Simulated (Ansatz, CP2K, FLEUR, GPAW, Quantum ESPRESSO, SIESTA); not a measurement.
# KMgF3 (Pm-3m, 5 atoms in the cell) computed with different codes at matched settings

Self-consistent single point, at a second geometry (lattice scaled by 0.98). First geometry:

```
CELL_PARAMETERS angstrom
      4.00234     0.00000     0.00000
      0.00000     4.00234     0.00000
      0.00000     0.00000     4.00234
ATOMIC_POSITIONS crystal
  K  0.50000 0.50000 0.50000
  Mg 0.00000 0.00000 0.00000
  F  0.00000 0.50000 0.00000
  F  0.50000 0.00000 0.00000
  F  0.00000 0.00000 0.50000
```

Shared settings, as Ansatz (a quantum-chemistry and plane-wave program) writes them: kpoints.mp_grid.grid = 4 4 4; scf.occupations.method = fermi_dirac; scf.occupations.width = 0.02 eV. Potentials and cutoffs stand in the table.

```tsv
code	model	ΔF from the first geometry (meV/atom)	pressure (GPa)	gap on the mesh (eV)	cutoff
CP2K	PBE, GPW, DZVP-MOLOPT-SR-GTH basis, GTH-PBE potentials (GTH_POTENTIALS)	30.8	10.19	7.727	grid 1000 Ry
Quantum ESPRESSO	PBE, PseudoDojo standard norm-conserving (PBE) pseudopotentials	24.3	7.97	7.733	85 Ry
Ansatz	PBE, default PAW files	25.3	7.64	7.711	default
GPAW	PBE, GPAW PAW datasets PBE (gpaw-data 1.0.1)	25.7	–	7.703	900 eV
SIESTA	GGA PBE, numerical atomic orbitals DZP, PseudoDojo PBE standard norm-conserving potentials (rewritten from UPF to PSML)	16.0	6.59	7.381	grid 300 Ry
FLEUR	PBE, all-electron FLAPW (FLEUR), scalar-relativistic valence	24.9	–	7.877	Kmax 4.2 1/bohr
```

For Ansatz (by 0.5 GPa) the energy change implies a higher mean pressure, against the two pressures, than for the other programs: a sign of finite-basis (Pulay) stress.

A dash marks a value that a program does not give, or that is left out as unsure.

Gaps are read on the mesh.

The spread over the programs that give each value: ΔF from the first geometry within 14.8 meV/atom; pressure within 3.60 GPa; gap on the mesh within 0.496 eV.

CP2K and SIESTA use small atom-centred bases, whose incompleteness enters pressures, forces and empty levels differently from a plane-wave cutoff. FLEUR treats all electrons, but the usual bases taken here (sphere radii, linearisation, local orbitals, empty states) were not tested for convergence, so the values are no reference for the others. Ansatz's pressure is given at a fixed set of plane waves, as the other plane-wave codes print theirs; with its correction for the finite basis it is 8.19 GPa (the shift of 0.55 GPa shows how far the cutoff is from converged). The pressure of GPAW is left out: its cutoff lies under the one at which its stress was checked. In the pressure, CP2K (by 2.38) and SIESTA (by 1.21) lie more than 1 GPa from the median of the plane-wave programs. In the gap, SIESTA (by 0.330) and FLEUR (by 0.166) lie more than 0.12 eV from the median of the plane-wave programs.

The starting cell comes from a database of computed structures (which also holds hypothetical and non-ambient phases and stackings), without a prior relaxation at this level. Its lattice was rescaled by a random factor within 2.5 % of one. For this run, on top of that: lattice scaled by 0.98.

Left out of this page: ABINIT (with a known weakness of the program).

Keys are those of Ansatz 0.2.
